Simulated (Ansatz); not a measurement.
Start from LaF3 (space group P6_3/mmc, No. 194; a = 4.129 Å, c = 7.287 Å).

Modification: an isotropic linear strain of −1.35 %, atoms relaxed at fixed cell.

Levels (all Ansatz, a quantum-chemistry and plane-wave program, PAW): PBEsol (420 eV, no SOC); r2SCAN (500 eV, without spin-orbit coupling); HSE06 (420 eV, spin-orbit coupling left out).

One geometry, relaxed with PBEsol, under each level:

```csv
level,band gap,lowest conduction level above the VBM at special points,pressure
PBEsol,6.21 eV,K 6.21 eV; H 6.22 eV; M 6.28 eV; Γ 6.30 eV,5.46 GPa
r2SCAN,___,___,___
HSE06,9.68 eV,K 9.76 eV; H 9.68 eV; M 9.82 eV; Γ 9.73 eV,–
```

Task: Give the withheld r2SCAN results.

Result: 
- r2SCAN, band gap: 7.08 eV
- r2SCAN, lowest conduction level above the VBM at special points: K 7.08 eV; H 7.09 eV; M 7.13 eV; Γ 7.17 eV
- r2SCAN, pressure: 8.84 GPa

Single points use the geometry relaxed with PBEsol. Their cutoffs differ, which shifts pressures a little. HSE06 gaps are upper bounds (no full band path). Whether these cells are dynamically stable was not tested.
